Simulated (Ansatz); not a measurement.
Results of PBEsol (plane waves, PAW; Ansatz, a first-principles code) for 1T (CdI2-type) MnBr₂.

Numerical settings: plane-wave cutoff 520 eV, 12×12×6 k mesh (along the axes of the cell as run), Fermi–Dirac smearing 0.01 eV, spin-polarised with parallel moments, scalar-relativistic PAW data made under PBE.

Shape and atoms are relaxed at each volume.

Pressure at four volumes; x = ln(V/27.213 Å³). One pressure is withheld.

```
V (Å³/atom)        x  P (GPa)
-----------  -------  -------
26.124       -0.0408        ?
26.669       -0.0202    0.153
27.213        0.0000    0.001
28.301        0.0392   -0.127
```

Question: Pass a parabola P(x) through the three rows shown, estimate the bulk modulus and its pressure derivative near zero pressure, and predict the withheld pressure.

Answer: Slopes between the rows: (0.001 − (0.153))/(0.0000 − (-0.0202)) = -7.52 and (-0.127 − (0.001))/(0.0392 − (0.0000)) = -3.27 GPa. Their difference over the span 0.0594 is c = 4.25/0.0594 = 71.5 GPa, so P(x) = 0.153 + (-7.52)(x − (-0.0202)) + 71.5 (x − (-0.0202))(x − (0.0000)). At the middle row B = −dP/dx = −[-7.52 + 71.5 × 0.0202] = 6.1 GPa, and B′ = dB/dP = 2c/B = 23.4. At x = -0.0408 the parabola gives 0.368 GPa; the run gives 0.376 GPa. The Birch–Murnaghan fit to the energies at all volumes has B0 = 5.6 GPa and B′ = 24.9.

Note: the magnetic order was assumed, not searched for or taken from measurement; the cell comes from a level without a dispersion term, which matters for the spacing of layers, chains or molecules; the cell has widely spaced layers and the level no dispersion term, so their spacing and the moduli can rest on weak binding.
